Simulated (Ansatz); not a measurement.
Output of an Ansatz run (abridged):

```
WARN the atoms were moved onto the symmetric positions of the space group found under crystal.symmetry.tolerance 1.0e-5 (fractional …
WARN ansatz: RAYON_NUM_THREADS=1 ignored (pool sized by the plan → 1); use --threads N
Pseudopotentials: kind: paw
Pseudopotential: Ba, paw, valence charge 10
Pseudopotential: Li, paw, valence charge 3
Pseudopotential: Si, paw, valence charge 4
Crystal: 3 atoms, lattice volume = 84.960 Å³
Basis set: ecut = 420 eV, 1675 PW (Γ)
Bands: 13, of which v1, the nominal top of the filled ones, is band 9 counted from 1 (8 counted from 0)
Symmetry: 12 space group operations
Space group: P-6m2 (ITA 187), of the structure as read, at distance tolerance 4.4e-5 Å
k-points: 50 of 512 (time reversal used)
PAW frozen core: Ba, regenerated for the run's functional, and the local potential with it
PAW frozen core: Si, regenerated for the run's functional, and the local potential with it
Initial density: superposition of atomic densities (neutral atoms: chi_scale 0, normalization atom), corrected by the library's trained network
Initial wavefunctions: pseudopotential atomic-orbital guess
Eigensolver: davidson
Functional: x = slater, c = lda
SCF iter   1: F=—  HF=-6590.512324 eV  |F-HF|=—  |Δ(HF+E_count)|=         —  Δρ=3.87e-3  dr2=1.07e-2  ethr=1.77e-3  ⟨swp⟩=7.2  Hψ=4822  notcnv=0
all-band conjugate gradients solve this SCF's bands
preconditioner: auto → none
SCF iter   2: F=—  HF=-6590.507390 eV  |F-HF|=—  |Δ(HF+E_count)|=   4.93e-3  Δρ=2.17e-3  dr2=5.05e-3  ethr=6.31e-5  ⟨swp⟩=2.0  Hψ=1154  notcnv=0
SCF iter   3: F=—  HF=-6590.506171 eV  |F-HF|=—  |Δ(HF+E_count)|=   1.22e-3  Δρ=8.08e-4  dr2=1.66e-3  ethr=2.97e-5  ⟨swp⟩=2.0  Hψ=1146  notcnv=0  defer=2
SCF iter   4: F=—  HF=-6590.505658 eV  |F-HF|=—  |Δ(HF+E_count)|=   5.13e-4  Δρ=1.90e-4  dr2=3.52e-5  ethr=9.77e-6  ⟨swp⟩=2.0  Hψ=807  notcnv=0  defer=1
SCF iter   5: F=—  HF=-6590.505657 eV  |F-HF|=—  |Δ(HF+E_count)|=   5.31e-7  Δρ=4.00e-5  dr2=2.57e-6  ethr=2.07e-7  ⟨swp⟩=2.5  Hψ=953  notcnv=0  defer=1
SCF iter   6: F=—  HF=-6590.505657 eV  |F-HF|=—  |Δ(HF+E_count)|=   3.89e-7  Δρ=8.84e-6  dr2=1.14e-7  ethr=1.51e-8  ⟨swp⟩=2.1  Hψ=977  notcnv=0  defer=1
SCF iter   7: F=-6590.505657 eV  HF=-6590.505657 eV  |F-HF|=9.64e-9  |Δ(HF+E_count)|=   3.45e-9  Δρ=2.13e-6  dr2=1.18e-8  ethr=5.88e-10  ⟨swp⟩=6.7  Hψ=3686  notcnv=0
SCF 1 converged in 7 iterations: F = -6590.505657 eV  dr2 = 1.18e-8
SCF converged after 7 iterations
Free energy (F): -6590.505657 eV
Harris-Foulkes:  -6590.505657 eV  (|F-HF|=9.64e-9)
Internal energy: -6590.492567 eV  (E = F + TS)
E sigma→0 (E₀):  -6590.499112 eV
Entropy (-TS):   -0.013090 eV (-4.363 meV/atom)
Fermi energy:    5.505363 eV
--- Per-component energies (eV) ---
  E_band       = -144.317637
  E_kinetic    = 227.599941
  E_local      = -461.140038  (includes V_loc(G=0)·N_el)
  E_nonlocal   = 53.596876
  E_hartree    = 141.248850
  E_xc         = -230.526220
  E_vxc        = -194.489792  (∫ρ·V_xc dr)
  E_paw        = -5561.793187  (= ΣΔE_a)
  E_vpaw       = -52.383245  (= ΣTr[D̂ρ^β])
  E_aug_tail   = 0.000016  (compensation charges beyond the density's cutoff)
  E_ewald      = -759.845651
  E_core_change = 0.366846  (= ΣΔE_core)
  E_smearing   = -0.013090  (= −TS)
  E_closure    = -0.000000  (closes the sum)
  Σ components = -6590.505657   (vs F -6590.505657, Δ=0.00e0)
--- Forces (eV/Å), atoms counted from 1 ---
  atom   1  Ba     0.00000000    -0.00000000     0.00000000
   [... zero for the other atoms too ...]
  max |Σ_I F_I| component: 3.70e-17 eV/Å
--- Stress (GPa, compression-positive) ---
       -3.266259       0.000000       0.000000
       -0.000000      -3.266259      -0.000000
        0.000000      -0.000000      -2.456984
  P = ⅓ Tr σ = -2.9965 GPa (-29.965 kbar)
  The stress holds the Pulay correction. Without it, at fixed plane waves, as pw.x and ABINIT print it: P = -3.0067 GPa
--- Band table (eV; the first three rows and the last of 50) ---
  k-point 0: bands = ["-39.5623", "-22.0401", "-7.1927", "-7.1927", "-6.8990", "-1.2531", "4.9004", "4.9004", "6.4939", "7.1173", "7.5391", "9.2756", "9.2756"]
  k-point 1: bands = ["-39.5623", "-22.0306", "-7.1771", "-7.1771", "-7.0369", "-1.0967", "5.0070", "5.0070", "6.0064", "7.1061", "8.0068", "8.4656", "8.4656"]
  k-point 2: bands = ["-39.5622", "-22.0075", "-7.3463", "-7.1392", "-7.1392", "-0.6935", "4.7892", "5.2930", "5.2930", "7.5701", "7.5701", "7.8971", "8.7113"]
  k-point 49: bands = ["-39.5620", "-21.9667", "-7.6678", "-7.2163", "-7.1709", "-0.3096", "3.9899", "4.5565", "5.5381", "6.6204", "8.7005", "9.0387", "10.7865"]
```

The structure:

```xyz
3
Lattice="4.9902 0.0000 0.0000 -2.4951 4.3217 0.0000 0.0000 0.0000 3.9395" Properties=species:S:1:pos:R:3 pbc="T T T"
Ba     2.4951     1.4406     0.0000
Li     0.0000     0.0000     1.9698
Si     0.0000     2.8811     1.9698
```

Reconstruct the input of this run.

Other spellings and defaults could give the same log, and not every line can be read from it. The input that was run (DFT, LDA (PW92), plane waves, default PAW files made with PBE):

Ansatz 0.2 input:
```yaml
# BaLiSi
crystal:
  lattice:
    - [4.990227, 0.000000, 0.000000]
    - [-2.495113, 4.321664, 0.000000]
    - [0.000000, 0.000000, 3.939530]
  atoms:
    - { symbol: Ba, position: [0.666667, 0.333333, 0.000000] }
    - { symbol: Li, position: [0.000000, 0.000000, 0.500000] }
    - { symbol: Si, position: [0.333333, 0.666667, 0.500000] }
basis:
  ecutwfc: 420.0
kpoints:
  mp_grid:
    grid: [8, 8, 8]
hamiltonian:
  xc: lda
  pseudopotentials:
    kind: paw
scf:
  occupations:
    method: gaussian
    width: 0.1
output:
  forces: true
  eigenvalues: true
  stress: true
```

The starting cell comes from a database of computed structures (which also holds hypothetical and non-ambient phases and stackings), without a prior relaxation at this level. Its lattice was rescaled by up to half a per cent. Ansatz's pressure includes its estimate of the finite-basis (Pulay) stress.

Ansatz is a quantum-chemistry and plane-wave program.
